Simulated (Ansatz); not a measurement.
System: L1₂ (Cu3Au-type) Pt3Ti. Method: LDA (Ansatz, an electronic-structure program, plane waves, PAW).

Settings: plane-wave cutoff 520 eV, 10×10×10 k mesh, Fermi–Dirac smearing 0.1 eV, perturbation theory, no spin polarisation, scalar-relativistic PAW data made under PBE.

The cell has the measured lattice parameters. Conventional cell: a = 3.9160 Å, b = 3.9160 Å, c = 3.9160 Å, α = 90.00°, β = 90.00°, γ = 90.00°.

```
Pt3Ti
1.0
    3.91600     0.00000     0.00000
    0.00000     3.91600     0.00000
    0.00000     0.00000     3.91600
Ti Pt
1 3
Direct
  0.00000   0.00000   0.00000
  0.00000   0.50000   0.50000
  0.50000   0.00000   0.50000
  0.50000   0.50000   0.00000
```

Harmonic phonon frequencies (cm⁻¹; i marks an imaginary mode):

```json
[
 {"q point": "Γ", "frequencies": "0 0 0 99 99 99 147 147 147 166 166 166"},
 {"q point": "X", "frequencies": "85 85 93 93 108 131 144 155 155 177 177 254"},
 {"q point": "M", "frequencies": "70 104 104 109 109 110 141 158 175 202 202 204"},
 {"q point": "R", "frequencies": "64 64 64 112 112 127 127 127 158 158 158 201"}
]
```

No imaginary mode appears at these points.

Note: the cell isn't this level's own, so it is under some stress, which shifts stiffness and frequencies.
